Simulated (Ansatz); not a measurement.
Start from HgS (space group P3_221, No. 154; a = 4.1387 Å, c = 9.4079 Å; made of chains).

Modification: cell and atoms relaxed at a pressure of 3 GPa.

Levels (all Ansatz, a first-principles code, PAW): PBEsol (420 eV, no spin-orbit coupling); PBEsol+SOC (420 eV, with spin-orbit coupling).

The geometry is relaxed with PBEsol.

- PBEsol band gap: 0.90 eV
- PBEsol smallest direct gap: 0.97 eV
- PBEsol width of the top valence band: 1.07 eV

**Question.** How does going to PBEsol+SOC change the band gap, smallest direct gap and width of the top valence band?

**Answer.** The band gap drops by 0.03 eV, from 0.90 eV to 0.87 eV; the smallest direct gap shrinks by 0.02 eV to 0.95 eV; the width of the top valence band shrinks by 0.023 eV, from 1.07 eV to 1.04 eV.

Single points use the geometry relaxed with PBEsol. Differences between runs with and without spin-orbit coupling are approximate. Spin-orbit coupling, missing from the scalar runs, can matter with Hg. Load acts through the strain it causes; cell and atoms are relaxed under it. Whether these cells are dynamically stable was not tested. No dispersion term is included in the PBEsol runs.
